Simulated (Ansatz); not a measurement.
We consider zinc-blende LiH (model structure), described by PBE0 (plane waves, PAW; Ansatz, a first-principles code).

Settings: plane-wave cutoff 500 eV, 8×8×8 k mesh, gaussian smearing 0.02 eV, scalar-relativistic PAW data made under PBE.

Cell (relaxed with r²SCAN):

```
CELL_PARAMETERS angstrom
      0.00000     2.14661     2.14661
      2.14661     0.00000     2.14661
      2.14661     2.14661     0.00000
ATOMIC_POSITIONS crystal
  Li 0.00000 0.00000 0.00000
  H  0.25000 0.25000 0.25000
```

**Question.** Give the computed band gap.

**Answer.** 
band gap: 5.96 eV (on the SCF k mesh)

Note: the relaxation could raise the start's symmetry but not lower it, so the cell can be a saddle point; cell and atoms aren't relaxed at this level (pressure -0.4 GPa).

The computed numbers hold no vibrational or temperature effects.

It cost around 50 core-seconds (rough) of CPU time.

A model structure was made by putting elements into a prototype or built by hand; it is no filed structure, need not be a known phase, and can be a saddle point held by its symmetry.
